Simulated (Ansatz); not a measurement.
Reference: BP (F-43m), r2SCAN with spin-orbit coupling, rigid bands (plane waves, PAW; Ansatz, an electronic-structure program); axes and stresses refer to this cell.

```yaml
crystal:
  lattice:
    - [0.00000, 2.26008, 2.26008]
    - [2.26008, 0.00000, 2.26008]
    - [2.26008, 2.26008, 0.00000]
  atoms:
    - { symbol: B, position: [0.00000, 0.00000, 0.00000] }
    - { symbol: P, position: [0.25000, 0.25000, 0.25000] }
```

The hole conductivity mass is 0.40 mₑ and the band gap is 1.38 eV. The Seebeck coefficient, n-type 1e19 cm⁻³ is -336 μV/K.

Problem. Change: biaxial stress in (111) of 12 GPa (compression positive). What happens to hole conductivity mass, band gap, Seebeck coefficient, n-type 1e19 cm⁻³?

Solution. hole conductivity mass falls to 0.35 mₑ; band gap drops to 1.15 eV; Seebeck coefficient, n-type 1e19 cm⁻³ increases in size to -358 μV/K.

Problem. Change: biaxial stress in (111) of 4 GPa (compression positive). What happens to hole conductivity mass, band gap, Seebeck coefficient, n-type 1e19 cm⁻³?

Solution. hole conductivity mass drops to 0.37 mₑ; band gap decreases to 1.32 eV; Seebeck coefficient, n-type 1e19 cm⁻³ moves little, to -341 μV/K.

Problem. Change: hydrostatic pressure of -12 GPa (compression positive). What happens to hole conductivity mass, band gap, Seebeck coefficient, n-type 1e19 cm⁻³?

Solution. hole conductivity mass moves little, to 0.39 mₑ; band gap grows to 1.49 eV; Seebeck coefficient, n-type 1e19 cm⁻³ moves little, to -332 μV/K.

Problem. Change: hydrostatic pressure of -4 GPa (compression positive). What happens to hole conductivity mass, band gap, Seebeck coefficient, n-type 1e19 cm⁻³?

Solution. hole conductivity mass moves little, to 0.40 mₑ; band gap moves little, to 1.42 eV; Seebeck coefficient, n-type 1e19 cm⁻³ moves little, to -334 μV/K.

Problem. Change: hydrostatic pressure of 16 GPa (compression positive). What happens to hole conductivity mass, band gap, Seebeck coefficient, n-type 1e19 cm⁻³?

Solution. hole conductivity mass moves little, to 0.41 mₑ; band gap drops to 1.26 eV; Seebeck coefficient, n-type 1e19 cm⁻³ moves little, to -344 μV/K.

Problem. Change: uniaxial stress along [001] of -4 GPa (compression positive). What happens to hole conductivity mass, band gap, Seebeck coefficient, n-type 1e19 cm⁻³?

Solution. hole conductivity mass falls to 0.36 mₑ; band gap shrinks to 1.28 eV; Seebeck coefficient, n-type 1e19 cm⁻³ shrinks in size to -300 μV/K.

Masses are for dilute carriers at 300 K, harmonic means over directions unless an axis is named. Seebeck coefficients are for the stated density at 300 K, with one relaxation time for all states and whether or not that doping can be reached. Stresses and pressures are the targets of the relaxation.  The structure type is held under load, also where the real crystal would transform.
